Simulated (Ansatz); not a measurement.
Take Hf in the hcp (Mg type) structure (space group P6_3/mmc, No. 194; a = 3.198 Å, c = 5.049 Å; relaxed with 0.1 eV smearing) as the base. Axes: x lies along a and z along c of the hexagonal cell.

Computed with r2SCAN (Ansatz, a quantum-chemistry and plane-wave program, PAW, without spin-orbit coupling), earlier PAW set.

Strains are applied to the cell and any free atomic positions relax; under biaxial strain the out-of-plane vector relaxes too.

One change was made to it. Results:

| quantity | base | after |
|---|---|---|
| pressure (mean of the normal stresses, compression positive) | 0.0 GPa | 0.7 GPa |
| shortest interatomic distance | 3.128 Å | 3.129 Å |

Q: What was done to the base?
A) uniaxial strain ε_zz = +2.00 %
B) strain tensor (xx, yy, zz, yz, xz, xy) = (+1.02, +0.63, −0.88, −0.54, +0.83, −0.35) %
C) strain tensor (xx, yy, zz, yz, xz, xy) = (+0.57, +0.37, −0.11, −0.47, −0.59, +0.36) %
D) biaxial strain −3.36 %, plane normal [001], relaxed out of plane
E) biaxial strain −0.48 %, plane normal [001], relaxed out of plane

A: E, biaxial strain −0.48 %, plane normal [001], relaxed out of plane. For comparison, the pressure in the other runs: strain tensor (xx, yy, zz, yz, xz, xy) = (+0.57, +0.37, −0.11, −0.47, −0.59, +0.36) % gives -0.9 GPa; uniaxial strain ε_zz = +2.00 % gives -2.1 GPa; strain tensor (xx, yy, zz, yz, xz, xy) = (+1.02, +0.63, −0.88, −0.54, +0.83, −0.35) % gives -0.8 GPa; biaxial strain −3.36 %, plane normal [001], relaxed out of plane gives 5.4 GPa.

Stability against distortions was not tested. All final runs are without spin polarisation.
